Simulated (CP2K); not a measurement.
CP2K run on SnTe (Fm-3m, 2 atoms in the cell): self-consistent single point.

Method of the run: PBE, GPW, DZVP-MOLOPT-SR-GTH basis, GTH-PBE potentials (GTH_POTENTIALS) (CP2K 2026.2).

The change in words: lattice scaled by 0.98. Reference geometry:
```yaml
crystal:
  lattice:
    - [4.41802, 0.00000, 0.00000]
    - [2.20901, 3.82612, 0.00000]
    - [2.20901, 1.27537, 3.60730]
  atoms:
    - { symbol: Sn, position: [0.00000, 0.00000, 0.00000] }
    - { symbol: Te, position: [0.50000, 0.50000, 0.50000] }
```

Reference input (self-consistent single point, DFT PBE, GPW, DZVP-MOLOPT-SR-GTH basis, GTH-PBE potentials (GTH_POTENTIALS)): CUTOFF = 400 Ry; REL_CUTOFF = 50 Ry; SMEAR/METHOD = GAUSSIAN; SIGMA = 0.136 eV; KPOINTS/SCHEME = MONKHORST-PACK 6 6 6; GAMMA_CENTERED = T; XC_FUNCTIONAL = PBE; Sn/BASIS_SET = DZVP-MOLOPT-SR-GTH; Sn/POTENTIAL = GTH-PBE-q4; Te/BASIS_SET = DZVP-MOLOPT-SR-GTH; Te/POTENTIAL = GTH-PBE-q6; METHOD = GPW. This run's input differs from it in these lines:

```diff
@@ -63,5 +63,5 @@
     &CELL
-      A 4.41801700 0.00000000 0.00000000
-      B 2.20900900 3.82611500 0.00000000
-      C 2.20900900 1.27537200 3.60729600
+      A 4.32965700 0.00000000 0.00000000
+      B 2.16482900 3.74959300 0.00000000
+      C 2.16482900 1.24986400 3.53515000
       PERIODIC XYZ
```

Output, abridged:

```
 SCF WAVEFUNCTION OPTIMIZATION

  Step     Update method      Time    Convergence         Total energy    Change
     1 NoMix/Diag. 0.20E+00      -     0.26464862       -11.7961807555 -1.18E+01
     2 Broy./Diag. 0.20E+00      -     0.02045592       -11.6393813552  1.57E-01
     3 Broy./Diag. 0.20E+00      -     0.04479643       -11.6565327543 -1.72E-02
     4 Broy./Diag. 0.20E+00      -     0.00344311       -11.6757560868 -1.92E-02
     5 Broy./Diag. 0.20E+00      -     0.00097406       -11.6648260329  1.09E-02
     6 Broy./Diag. 0.20E+00      -     0.00005982       -11.6650914500 -2.65E-04
     7 Broy./Diag. 0.20E+00      -     0.00012205       -11.6656424721 -5.51E-04
     8 Broy./Diag. 0.20E+00      -     0.00000220       -11.6656879316 -4.55E-05
     9 Broy./Diag. 0.20E+00      -     0.00000564       -11.6657417547 -5.38E-05
    10 Broy./Diag. 0.20E+00      -     0.00000002       -11.6657455857 -3.83E-06
  *** SCF run converged in    10 steps ***

  Overlap energy of the core charge distribution:               0.00000000010361
  Self energy of the core charge distribution:                -25.12194509279122
  Core Hamiltonian energy:                                      5.30337092494770
  Hartree energy:                                              11.03419876577617
  Exchange-correlation energy:                                 -2.88126509049790
  Smearing free energy correction:                             -0.00010509322555
  Fermi energy:                                                 0.22270851978570

  Total energy:                                               -11.66574558565642
  Total energy (extrapolated to sigma->0):                    -11.66569303904364

                     Mulliken Population Analysis

   [... lines left out ...]

 STRESS| Analytical stress tensor [bar]
 STRESS|                        x                   y                   z
 STRESS|      x        8.68975583391E+04   1.28828158398E-02   9.10945597152E-03
 STRESS|      y        1.28828158398E-02   8.68975949301E+04   2.71511953910E-02
 STRESS|      z        9.10945597152E-03   2.71511953910E-02   8.68975919699E+04
 STRESS| 1/3 Trace                                             8.68975817464E+04
```

The run converged in 10 iterations. Against the reference run the free energy goes up by 72.9 meV/atom and the pressure goes from 4.57 to 8.69 GPa.

The starting cell comes from a database of computed structures (which also holds hypothetical and non-ambient phases and stackings), without a prior relaxation at this level. Its lattice was rescaled by a random factor within 2.5 % of one. For this run, on top of that: lattice scaled by 0.98. Values carry the incompleteness of an atom-centred basis. With a pressure of about 9 GPa the cell is away from its equilibrium volume at this level. The run gives no clean gap (levels at the Fermi energy touch, overlap or are partly filled at this smearing), which alone does not show that the compound is a metal.
